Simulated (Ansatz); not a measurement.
ZnGaNO (model structure, started from the AlSiCN type, P3m1, No. 156, 4 atoms in the cell) was calculated with HSE06 in Ansatz (PAW).

Numerical settings: plane-wave cutoff 460 eV, 9×9×6 k mesh (along the axes of the cell as run), Fermi–Dirac smearing 0.01 eV, scalar-relativistic PAW data made under PBE.

Cell (relaxed with PBEsol):

```cif
data_GaNOZn
_chemical_formula_sum 'Ga1 Zn1 O1 N1'
_space_group_name_H-M_alt 'P3m1'
_space_group_IT_number 156
_space_group_name_Hall 'P 3 -2"'
_cell_length_a 3.19556
_cell_length_b 3.19556
_cell_length_c 5.22005
_cell_angle_alpha 90.000
_cell_angle_beta 90.000
_cell_angle_gamma 120.000
loop_
_atom_site_label
_atom_site_type_symbol
_atom_site_symmetry_multiplicity
_atom_site_Wyckoff_symbol
_atom_site_fract_x
_atom_site_fract_y
_atom_site_fract_z
_atom_site_occupancy
Ga1 Ga 1 b 0.33333 0.66667 0.50740 1
Zn1 Zn 1 c 0.66667 0.33333 0.99111 1
O1 O 1 b 0.33333 0.66667 0.13843 1
N1 N 1 c 0.66667 0.33333 0.61306 1
```

Task: Give the computed band gap.

Result: 
band gap: 2.68 eV (on the SCF k mesh)

Note: the relaxation could raise the start's symmetry but not lower it, so the cell can be a saddle point; cell and atoms aren't relaxed at this level (largest force component 0.18 eV/Å, pressure 1.1 GPa).

Spin–orbit coupling is not included.

Static lattice: no zero-point or thermal effects.

A model structure was made by putting elements into a prototype or built by hand; it is no filed structure, need not be a known phase, and can be a saddle point held by its symmetry.

Ansatz is a program for electronic structure.
